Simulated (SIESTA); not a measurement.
Worked example: self-consistent single point of Cs3Bi (I4mm, 4 atoms in the cell) in SIESTA.

Method: GGA PBEsol, numerical atomic orbitals TZP, PseudoDojo PBEsol standard norm-conserving potentials (rewritten from UPF to PSML) (SIESTA).

```yaml
crystal:
  lattice:
    - [0.00000, 4.67311, 4.67311]
    - [4.67311, 0.00000, 4.67311]
    - [4.67311, 4.67311, 0.00000]
  atoms:
    - { symbol: Cs, position: [0.25000, 0.25000, 0.25000] }
    - { symbol: Cs, position: [0.75000, 0.75000, 0.75000] }
    - { symbol: Cs, position: [0.50535, 0.50535, 0.49465] }
    - { symbol: Bi, position: [0.00000, 0.00000, 0.00000] }
```

Reference input (self-consistent single point, DFT, GGA PBEsol, numerical atomic orbitals TZP, PseudoDojo PBEsol standard norm-conserving potentials (rewritten from UPF to PSML)): XC.functional = GGA; XC.authors = PBEsol; potentials = PseudoDojo PBEsol standard; PAO.BasisSize = TZP; PAO.EnergyShift = 0.01 Ry; MeshCutoff = 350 Ry; kgrid.MonkhorstPack = 5 5 5; OccupationFunction = MP; OccupationMPOrder = 0; ElectronicTemperature = 3156.43 K; MaxSCFIterations = 150; SCF.Mixer.Method = Pulay. This run's input differs from it in these lines:

```diff
@@ -30,9 +30,8 @@
 %block kgrid.MonkhorstPack
-    5   0   0  0.0
-    0   5   0  0.0
-    0   0   5  0.0
+    8   0   0  0.0
+    0   8   0  0.0
+    0   0   8  0.0
 %endblock kgrid.MonkhorstPack
-OccupationFunction           MP
-OccupationMPOrder            0
-ElectronicTemperature        3156.43 K
+OccupationFunction           FD
+ElectronicTemperature        580.23 K
```

Output (repeated stretches shortened):

```
        iscf     Eharris(eV)        E_KS(eV)     FreeEng(eV)     dDmax    Ef(eV) dHmax(eV)
   scf:    1    -4116.359094    -4125.906241    -4125.906244  2.215908 -3.827511  4.315973
   scf:    2    -4128.458697    -4127.350056    -4127.350756  0.234829 -3.532993  2.351525
   scf:    3    -4127.932979    -4127.717263    -4127.718628  0.217754 -3.235783  1.115175
   scf:    4    -4127.785475    -4127.758580    -4127.759972  0.103695 -3.301335  0.342970
   scf:    5    -4127.766129    -4127.763987    -4127.765398  0.040556 -3.251545  0.015826
   scf:    6    -4127.764031    -4127.764012    -4127.765423  0.002964 -3.252640  0.003950
   scf:    7    -4127.764003    -4127.764010    -4127.765420  0.001571 -3.255129  0.007314
   scf:    8    -4127.764014    -4127.764014    -4127.765425  0.001256 -3.253950  0.001422
   scf:    9    -4127.764014    -4127.764014    -4127.765425  0.000203 -3.254225  0.000176
   scf:   10    -4127.764014    -4127.764014    -4127.765425  0.000009 -3.254224  0.000041
SCF Convergence by DM+H criterion
max |DM_out - DM_in|         :     0.0000088234
max |H_out - H_in|      (eV) :     0.0000406536
SCF cycle converged after 10 iterations

Using DM_out to compute the final energy and forces

siesta: E_KS(eV) =            -4127.7640

siesta: E_KS - E_eggbox =     -4127.7640

siesta: Atomic forces (eV/Ang):
     1   -0.000007   -0.000007    0.030965
     2    0.000007    0.000007    0.030979
     3   -0.000000   -0.000000   -0.050701
     4    0.000000    0.000000   -0.010926
   Tot    0.000000    0.000000    0.000317
   Max    0.050701
   Res    0.019597    sqrt( Sum f_i^2 / 3N )
   Max    0.050701    constrained

Stress tensor Voigt[x,y,z,yz,xz,xy] (kbar):      -15.43      -15.43      -15.39       -0.02       -0.02       -0.02
(Free)E + p*V (eV/cell)    -4125.8013
   [... lines left out ...]
siesta: FreeEng =     -4127.765425
   [... lines left out ...]
siesta:    -0.009633   -0.000010   -0.000010
siesta:    -0.000010   -0.009633   -0.000010
siesta:    -0.000010   -0.000010   -0.009604

siesta: Cell volume =        204.102614 Ang**3

siesta: Pressure (static):
siesta:                Solid            Molecule  Units
siesta:           0.00010481          0.00010394  Ry/Bohr**3
siesta:           0.00962313          0.00954312  eV/Ang**3
siesta:          15.41794910         15.28976733  kBar
```

The run converged in 10 iterations. Against the reference run the free energy goes up by 1.1 meV/atom, the pressure moves little (1.55 to 1.54 GPa) and the largest force stays at 0.051 eV/Å.

The starting cell comes from a database of computed structures (which also holds hypothetical and non-ambient phases and stackings), without a prior relaxation at this level. Its lattice was rescaled by up to half a per cent. One atom was moved a little off its site on purpose. Values carry the incompleteness of an atom-centred basis.

Cost on one core of a shared machine: roughly 60 s.
